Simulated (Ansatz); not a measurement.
Take SnO₂ in the rutile structure (space group P4_2/mnm, No. 136; a = 4.722 Å, c = 3.190 Å) as the base. Axes: x, y, z lie along a, b, c of the conventional cell.

Level of theory: Ansatz (a first-principles code) LDA, spin-orbit coupling left out.

For the base:

The valence-band top at Γ is 0.00, -0.80, -0.80 eV, the electron mass is 0.18 mₑ along c, 0.20 mₑ across (at Γ) and the hole mass is 1.7 mₑ along c, 1.2 mₑ across (at Γ). The band gap is 1.16 eV.

It is then changed as follows: uniaxial strain ε_zz = +0.60 %, all other strain components held at zero, atoms relaxed at fixed cell.

What happens to the valence-band top at Γ?

The valence-band top at Γ (three highest levels, from the VBM) goes from 0.00, -0.80, -0.80 eV to 0.00, -0.79, -0.79 eV.

Predict the new energy relative to the base.

The energy rises by 0.6 meV/atom.

Predict the new electron mass.

The electron mass changes from 0.18 mₑ along c, 0.20 mₑ across (at Γ) to 0.18 mₑ along z, 0.20 mₑ across (at Γ).

Estimate the effect on the hole mass.

The hole mass changes from 1.7 mₑ along c, 1.2 mₑ across (at Γ) to 1.7 mₑ along z, 1.2 mₑ across (at Γ).

Predict the new band gap.

The band gap shrinks by 0.08 eV to 1.08 eV.

Effective masses come from finite differences of ±0.01 Å⁻¹. No phonon test of stability was made.
